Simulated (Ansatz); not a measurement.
Start from MgB2 (space group P6/mmm, No. 191; a = 3.064 Å, c = 3.498 Å; relaxed with 0.1 eV smearing). Axes: x lies along a and z along c of the hexagonal cell.

The values are results of Ansatz (an electronic-structure program) PBEsol, no SOC, not measurements.

Modification: uniaxial strain ε_xx = −2.00 %, all other strain components held at zero, atoms relaxed at fixed cell.

Task: What does the calculation give for the energy relative to the base and stress after the change?

Result: The energy grows by 5.2 meV/atom; the stress (xx, yy, zz, yz, xz, xy; compression positive) comes out as (8.9, 1.5, 0.8, 0.0, 0.0, 0.0) GPa.

Whether these cells are dynamically stable was not tested. All final runs are without spin polarisation.
